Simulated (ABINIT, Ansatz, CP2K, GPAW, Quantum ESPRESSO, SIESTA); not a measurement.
YPd₃ (Pm-3m, 4 atoms in the cell) computed with different codes at matched settings

Self-consistent single point, at a second geometry (lattice scaled by 0.98). First geometry:

```xyz
4
Lattice="4.0999 0.0000 0.0000 0.0000 4.0999 0.0000 0.0000 0.0000 4.0999" Properties=species:S:1:pos:R:3 pbc="T T T"
Y      0.0000     0.0000     0.0000
Pd     2.0500     2.0500     0.0000
Pd     0.0000     2.0500     2.0500
Pd     2.0500     0.0000     2.0500
```

Shared settings, as Ansatz (a first-principles code) writes them: kpoints.mp_grid.grid = 7 7 7; scf.occupations.method = gaussian; scf.occupations.width = 0.272 eV. Potentials and cutoffs stand in the table.

| code | model | ΔF from the first geometry (meV/atom) | pressure (GPa) | cutoff |
|---|---|---|---|---|
| CP2K | PBEsol, GPW, DZVP-MOLOPT-SR-GTH basis, GTH-PBE potentials (GTH_POTENTIALS) | 5.7 | 5.80 | grid 500 Ry |
| GPAW | PBEsol, GPAW PAW datasets PBEsol (made by gpaw-setup) | 0.3 | 4.71 | 600 eV |
| ABINIT | PBEsol, PAW (JTH v2.0 PBE PAW, files made for PBE) | -0.8 | 4.50 | 24 Ha |
| Quantum ESPRESSO | PBEsol, GBRV 1.5 ultrasoft (PBESOL) pseudopotentials | 0.6 | 4.76 | 40 Ry |
| SIESTA | GGA PBEsol, numerical atomic orbitals DZP, PseudoDojo PBEsol standard norm-conserving potentials (rewritten from UPF to PSML) | -16.0 | 2.11 | grid 300 Ry |
| Ansatz | PBEsol, PAW files made with PBE | -0.9 | 4.51 | 420 eV |

On Ansatz's run: spin polarisation is off.

The spread over the programs that give each value: ΔF from the first geometry within 21.7 meV/atom; pressure within 3.69 GPa.

CP2K and SIESTA use small atom-centred bases, whose incompleteness enters pressures, forces and empty levels differently from a plane-wave cutoff. Ansatz's pressure is given at a fixed set of plane waves, as the other plane-wave codes print theirs. In the pressure, CP2K (by 1.19) and SIESTA (by 2.50) lie more than 1 GPa from the median of the plane-wave programs.

The starting cell comes from a database of computed structures (which also holds hypothetical and non-ambient phases and stackings), without a prior relaxation at this level. For this run, on top of that: lattice scaled by 0.98.

Left out of this page: Elk and FLEUR (not drawn, or without a comparable value).

Keys are those of Ansatz 0.2.
